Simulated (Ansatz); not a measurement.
The reference is Ni in the simple cubic structure (space group Pm-3m, No. 221; ferromagnetic; a hypothetical phase, not in the database extracts checked).

Space group Pm-3m (No. 221); a = 2.2891 Å, b = 2.2891 Å, c = 2.2891 Å, α = 90.00°, β = 90.00°, γ = 90.00°

| atom | site | symmetry | x | y | z |
|---|---|---|---|---|---|
| Ni | 1a | m-3m | 0.0000 | 0.0000 | 0.0000 |

Computed with DFT with PBEsol, PAW potentials and a 420 eV plane-wave cutoff in Ansatz (an electronic-structure program), without spin-orbit coupling.

Base values:

| Item | Result |
|---|---|
| Shortest interatomic distance | 2.289 Å |

Now apply this change: cell and atoms relaxed at a pressure of 0.7 GPa.

Problem. What does the calculation give for the shortest interatomic distance after the change?

Solution. The shortest interatomic distance falls by 0.003 Å (2.289 Å → 2.286 Å).

Other magnetic orders, which the real material may have, were not ruled out. Load acts through the strain it causes; cell and atoms are relaxed under it. No phonon test of stability was made.
